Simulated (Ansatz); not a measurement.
ZrAl3 (I4/mmm, No. 139) was calculated with rVV10 in Ansatz (PAW).

Settings: plane-wave cutoff 520 eV, 20×20×20 k mesh, Fermi–Dirac smearing 0.05 eV, scalar-relativistic PAW data made under PBE.

The volume scan:

```tsv
V (Å³/atom)	E − E_lowest (meV/atom)	P (GPa)
16.764	9.69	4.60
17.113	2.34	2.18
17.462	0.00	0.00
17.811	2.18	-1.97
18.160	8.44	-3.74
```

Task: Estimate the bulk modulus from the pressures at 17.113 and 17.811 Å³/atom, and compare it with a fit to all energies.

Result: B = −V dP/dV. Between V = 17.113 and 17.811 Å³/atom, dP/dV = (-1.97 − (2.18))/(17.811 − 17.113) = -5.95 GPa per Å³/atom; at the midpoint 17.462 Å³/atom this gives B ≈ 104 GPa. The third-order Birch–Murnaghan fit gives V0 = 17.462 Å³/atom, B0 = 104 GPa, B′ = 4.2, which lies within 1 % of that estimate.

Shape and atoms are relaxed at each volume.

Note: the bulk modulus comes from volumes at which shape and atoms were relaxed.

The computed numbers hold no vibrational or temperature effects.

Ansatz is an electronic-structure program.
